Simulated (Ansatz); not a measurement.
## Ca3P2: element substitutions

Start from Ca3P2 (space group Pm-3m, No. 221; a cell from a computed database, its experimental status unchecked).

```cif
data_Ca3P2
_chemical_formula_sum 'Ca3 P2'
_space_group_name_H-M_alt 'P 1'
_space_group_IT_number 1
_cell_length_a 5.24207
_cell_length_b 5.24207
_cell_length_c 5.24207
_cell_angle_alpha 90.000
_cell_angle_beta 90.000
_cell_angle_gamma 90.000
loop_
_space_group_symop_operation_xyz
  'x, y, z'
loop_
_atom_site_label
_atom_site_type_symbol
_atom_site_fract_x
_atom_site_fract_y
_atom_site_fract_z
_atom_site_occupancy
Ca1 Ca 0.00000 0.50000 0.50000 1
Ca2 Ca 0.50000 0.00000 0.50000 1
Ca3 Ca 0.50000 0.50000 0.00000 1
P1 P 0.00000 0.00000 0.00000 1
P2 P 0.50000 0.50000 0.50000 1
```

Each row replaces one element on all its sites; cell and atoms are relaxed.

Method: Ansatz (a first-principles code) PBEsol, scalar-relativistic without spin-orbit coupling.

| variant | lattice parameter a | band gap |
|---|---|---|
| base | 9.906 bohr | 0.38 eV |
| P → Cl | 10.290 bohr | zero |
| P → Sb | … | … |
| Ca → Be | … | zero |

Problem. Complete the table.

Solution. 
- P → Sb, lattice parameter a: 10.773 bohr
- P → Sb, band gap: 0.11 eV
- Ca → Be, lattice parameter a: 7.677 bohr

Other magnetic orders, which the real material may have, were not ruled out. With Sb present, leaving out spin-orbit coupling can change the band edges. Whether these cells are dynamically stable was not tested. As relaxed here, Be3P2 is a hypothetical phase, not in the database extracts checked. For Ca3Sb2 in this form, whether it has been made was not checked. Spin-polarised in the final run: Ca3Cl2; the other runs are not. A zero or small gap of Ca3Sb2 and Be3P2 can be the functional's error rather than a property of the material.
